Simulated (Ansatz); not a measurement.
The starting structures come from a database of crystals and need not be the phases stable at ambient conditions.

By r2SCAN, the system below comes out a metal.

Consider the following.

```
Sb
1.0
    3.33019     0.00000     0.00000
    0.00000     3.33019     0.00000
    1.66510    -1.66510     2.35480
Sb
1
Direct
  0.00000   0.00000   0.00000
```

Space group of this cell: Fm-3m, fcc (Cu type). The cell was relaxed by PBE-D3(BJ); by r2SCAN its mean pressure is 2.6 GPa.

The current flows along the normal of the first two printed cell vectors, the (001) plane of the conventional cell. No spin-orbit coupling; the value is a mean over 0.1 eV about the Fermi level.

### Question
Predict the ballistic conductance per area from r2SCAN (Ansatz, an electronic-structure program).

### Answer
1.5 × 10¹⁵ S/m² for both spins.
